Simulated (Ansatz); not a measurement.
Consider SiO$_{2}$ (space group P3_221, No. 154; a = 4.9204 Å, c = 5.4163 Å).

The values are results of Ansatz (a program for electronic structure) r2SCAN, no SOC, earlier PAW set, not measurements.

For the base:

```
Quantity                      Value
-------------------  --------------
Electron mass        0.49 mₑ (at Γ)
Band gap                    6.60 eV
Density                  2.64 g/cm³
Smallest direct gap         6.91 eV
```

Modification: a hydrostatic pressure of 9 GPa.

**Question.** What does the calculation give for the electron mass after the change?

**Answer.** The electron mass goes from 0.49 mₑ (at Γ) to 0.47 mₑ (at Γ).

**Question.** What does the calculation give for the band gap after the change?

**Answer.** The band gap increases by 0.61 eV, from 6.60 eV to 7.21 eV.

**Question.** Estimate the effect on the density.

**Answer.** The density increases by 0.44 g/cm³ to 3.08 g/cm³.

**Question.** What happens to the smallest direct gap?

**Answer.** The smallest direct gap goes up by 0.429 eV to 7.33 eV.

Load acts through the strain it causes; cell and atoms are relaxed under it. Masses are band curvatures over ±0.01 Å⁻¹ around the edge. Whether these cells are dynamically stable was not tested. No other phases were tried under pressure.
